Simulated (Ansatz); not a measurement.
We consider CsCl-type RuAl, described by r²SCAN+rVV10 (Ansatz, a program for electronic structure, PAW).

Numerical settings: plane-wave cutoff 600 eV, 22×22×22 k mesh, Fermi–Dirac smearing 0.061 eV (set by the program), no spin polarisation, scalar-relativistic PAW data made under PBE.

Computed at the level's own relaxed cell.

Hill averages of the elastic tensor: K = 225.1 GPa, G = 120.5 GPa. Volume 13.179 Å³/atom, mean atomic mass 64.026 u.

**Question.** Work out the density, the sound velocities of a polycrystal and the elastic Debye temperature, and Pugh's ratio at this level.

**Answer.** ρ = 1.66054 × 64.026/13.179 = 8.067 g/cm³. v_l = √[(K + 4G/3)/ρ] = 6.915 km/s and v_t = √(G/ρ) = 3.865 km/s. The mean follows from 3/v_m³ = 1/v_l³ + 2/v_t³: v_m = 4.303 km/s. Θ_D = (ħ/k_B) v_m (6π²/V)^(1/3) = 76.38 K Å s/km × 4.303 × 1.6501 Å⁻¹ = 542 K, counting all atoms of the cell. K/G = 1.87, to be set beside Pugh's rough bound of 1.75 between brittle and ductile metals.
